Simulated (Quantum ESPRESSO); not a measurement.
Quick settings and what they miss: Si2Mo (I4/mmm, 3 atoms in the cell)

Self-consistent single point.

```xyz
3
Lattice="1.6018 -1.6018 3.9073 1.6018 1.6018 3.9073 -1.6018 -1.6018 3.9073" Properties=species:S:1:pos:R:3 pbc="T T T"
Si     0.0000     0.0000     5.1934
Si     0.0000     0.0000     2.6213
Mo     0.0000     0.0000     0.0000
```

Level of theory: LDA (PZ), GBRV 1.5 ultrasoft (LDA) pseudopotentials (plane waves; Quantum ESPRESSO 7.5).

Base settings: ecutwfc = 40 Ry; ecutrho = 320 Ry; occupations = smearing; smearing = fd; degauss = 0.0099958 Ry; potentials = {Si: si_lda_v1.uspp.F.UPF, Mo: mo_lda_v1.uspp.F.UPF}; K_POINTS = automatic 14 14 14 1 1 1; conv_thr = 1e-10 Ry.

Tight run (finer mesh or higher cutoff; not a proven limit): ecutwfc: 40 Ry → 56 Ry; ecutrho: 320 Ry → 448 Ry; conv_thr: 1e-10 Ry → 7.3e-11 Ry; K_POINTS: automatic 14 14 14 1 1 1 → automatic 19 19 19 1 1 1. It gave Fermi level (on the code's own zero) 15.84 eV; pressure -4.86 GPa; largest force (vector length) 0.007 eV/Å.

Quick runs, as changes from the base:
- A: ecutwfc: 40 Ry → 20 Ry; ecutrho: 320 Ry → 160 Ry; conv_thr: 1e-10 Ry → 7.3e-06 Ry; K_POINTS: automatic 14 14 14 1 1 1 → automatic 2 2 2 1 1 1
- B: ecutwfc: 40 Ry → 32 Ry; ecutrho: 320 Ry → 256 Ry; smearing: fd → cold; degauss: 0.0099958 Ry → 0.019992 Ry; K_POINTS: automatic 14 14 14 1 1 1 → automatic 6 6 6 1 1 1
- C: ecutwfc: 40 Ry → 24 Ry; ecutrho: 320 Ry → 192 Ry; smearing: fd → mp; degauss: 0.0099958 Ry → 0.019992 Ry; conv_thr: 1e-10 Ry → 7.3e-06 Ry; K_POINTS: automatic 14 14 14 1 1 1 → automatic 6 6 6 1 1 1
- D: ecutwfc: 40 Ry → 20 Ry; ecutrho: 320 Ry → 160 Ry; smearing: fd → gauss; conv_thr: 1e-10 Ry → 7.3e-05 Ry; K_POINTS: automatic 14 14 14 1 1 1 → automatic 8 8 8 1 1 1
- E: ecutwfc: 40 Ry → 24 Ry; ecutrho: 320 Ry → 192 Ry; smearing: fd → mp; degauss: 0.0099958 Ry → 0.019992 Ry; K_POINTS: automatic 14 14 14 1 1 1 → automatic 1 1 1 1 1 1

Energies are extrapolated to zero smearing width, which holds to low order in the width alone (under cold and Methfessel-Paxton smearing the free energy itself is taken).

Dashes: pressure of A, C, D, not trusted under this conv_thr with d or f elements.

The count of work is k-points × plane waves × bands × iterations; it is no time. 

The starting cell comes from a database of computed structures (which also holds hypothetical and non-ambient phases and stackings), without a prior relaxation at this level. Its lattice was rescaled by a random factor within 2.5 % of one. Spin polarisation is off. In the base run, with a pressure of about -5 GPa the cell is away from its equilibrium volume at this level.

```tsv
run	energy less tight (meV/atom)	pressure less tight (GPa)	largest miss in a force vector (eV/Å)	count of work / tight
A	431.3	–	0.709	0.00053
B	7.7	-0.62	0.006	0.016
C	62.6	–	0.016	0.0080
D	97.1	–	0.035	0.010
E	3494.0	32.75	6.954	0.0014
```

Among the runs at the tight run's level, the energy misses run from 7.7 to 3494.0 meV/atom.
